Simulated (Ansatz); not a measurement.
An Ansatz (a quantum-chemistry and plane-wave program) run: Y with a change (tensor shear ε_xz = +0.57 %); PBEsol (Ansatz), no spin-orbit coupling.

Input:

Ansatz 0.2 input:
```yaml
crystal:
  lattice:
    - [3.5943126196, 0, 0.0204875819]
    - [-1.7971563098, 3.1127660377, -0.010243791]
    - [0.0319765302, 0, 5.6099175775]
  atoms:
    - { symbol: Y, position: [0.6666666667, 0.3333333333, 0.75] }
    - { symbol: Y, position: [0.3333333333, 0.6666666667, 0.25] }
basis: { ecutwfc: 420, ecutrho_ratio: 4, xc_grid: 2, fft_grid_basis: typed }
kpoints: { mp_grid: { grid: [18, 18, 11] } }
hamiltonian:
  xc: pbesol
  dispersion: none
  pseudopotentials: { kind: paw }
scf: { occupations: { method: fermi_dirac, width: 0.1 }, convergence: { dr2_threshold: 0.0000000002 } }
relax: { f_tol: 0.005, max_steps: 50 }
output: { forces: true, stress: true }
checkpoint: { write: state.ck, write_every: 1000 }
```

Output (explanatory and most iteration lines left out):

```
Relaxation: its limit of steps is 50 (relax.max_steps)
Pseudopotential: Y, paw, valence charge 11
Crystal: 2 atoms, lattice volume = 62.763 Å³
Basis set: ecut = 420 eV, 1217 PW (Γ), exchange–correlation on 50×50×80 points (8 copies of the dense FFT grid, shifted against one another)
Bands: 15, of which v1, the nominal top of the filled ones, is band 11 counted from 1 (10 counted from 0)
Symmetry: 4 space group operations
Space group: C2/c (ITA 15), of the structure as read, at distance tolerance 4.0e-5 Å
k-points: 946 of 3564
Functional: x = pbesol(κ = 0.804, μ = 0.12345679012345678), c = pbesol(β = 0.046)
SCF iter   1: F=—  HF=-7590.204785 eV  |F-HF|=—  |Δ(HF+E_count)|=         —  Δρ=2.30e-3  dr2=2.30e-3  ethr=1.77e-3  ⟨swp⟩=4.3  Hψ=62033  notcnv=0
SCF iter   2: F=—  HF=-7590.204420 eV  |F-HF|=—  |Δ(HF+E_count)|=   3.65e-4  Δρ=1.25e-3  dr2=7.01e-4  ethr=1.05e-5  ⟨swp⟩=2.1  Hψ=30424  notcnv=0
SCF 1 converged in 8 iterations: F = -7590.204344 eV  dr2 = 1.14e-11
relax step   1: F+E_penalty+E_count = -7590.20434410 eV  Δ(F+E_penalty+E_count) = +0.000e0 eV  max|allowed force component| = 7.379e-4 eV/Å  Δτ_max = 0.0000 Å  (8 SCF iters, accepted)
SCF converged after 8 iterations
Free energy (F): -7590.204344 eV
Internal energy: -7590.086418 eV  (E = F + TS)
E sigma→0 (E₀):  -7590.145381 eV
Entropy (-TS):   -0.117926 eV (-58.963 meV/atom)
Fermi energy:    9.735924 eV
--- Forces (eV/Å), atoms counted from 1 ---
  atom   1  Y      0.00000000    -0.00073793     0.00000000
  atom   2  Y     -0.00000000     0.00073793    -0.00000000
--- Stress (GPa, compression-positive) ---
       -0.004134      -0.000000      -0.292084
       -0.000000      -0.003183       0.000000
       -0.292084       0.000000       0.003944
  P = ⅓ Tr σ = -0.0011 GPa (-0.011 kbar)
--- Relaxed structure (1 steps of the walk, 1 accepted, 0 SCFs on fresh bases) ---
  atoms:
    - { symbol: Y, position: [0.66666666665, 0.3333333333, 0.7500000000000001] }
    - { symbol: Y, position: [0.3333333333499999, 0.6666666666999999, 0.25] }
```

The cells carry an imposed strain or load. No phonon test of stability was made. All final runs are without spin polarisation. The cell was made from Y in the hcp (Mg type) structure (space group P6_3/mmc, No. 194) by this change: tensor shear ε_xz = +0.57 %.
